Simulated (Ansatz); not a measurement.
The cell is made up: elements placed on another compound's structure type, so the phase may be hypothetical.

By r2SCAN, the system below comes out a metal.

The ballistic (Sharvin) conductance counts the channels at the Fermi level: G/A = (e²/h) × channels of both spins per area.

Here is the system:

```
CELL_PARAMETERS angstrom
      5.78567     0.00000     0.00000
      0.00000     5.78567     0.00000
      0.00000     0.00000     5.41498
ATOMIC_POSITIONS crystal
  Pt 0.00000 0.50000 0.13999
  Pt 0.50000 0.00000 0.86001
  Pt 0.75000 0.75000 0.50000
  Pt 0.75000 0.25000 0.50000
  Pt 0.25000 0.25000 0.50000
  Pt 0.25000 0.75000 0.50000
  Sr 0.00000 0.00000 0.00000
  Sr 0.50000 0.50000 0.00000
  P  0.00000 0.50000 0.72782
  P  0.50000 0.00000 0.27218
```

Space group of this cell: P4/nmm. The cell was relaxed by PBE-D3(BJ); by r2SCAN its mean pressure is 2.3 GPa.

The current flows along the normal of the first two printed cell vectors. No spin-orbit coupling; the value is a mean over 0.1 eV about the Fermi level.

Problem. State the ballistic conductance per area according to r2SCAN in Ansatz (a program for electronic structure).

Solution. 0.49 × 10¹⁵ S/m² for both spins.
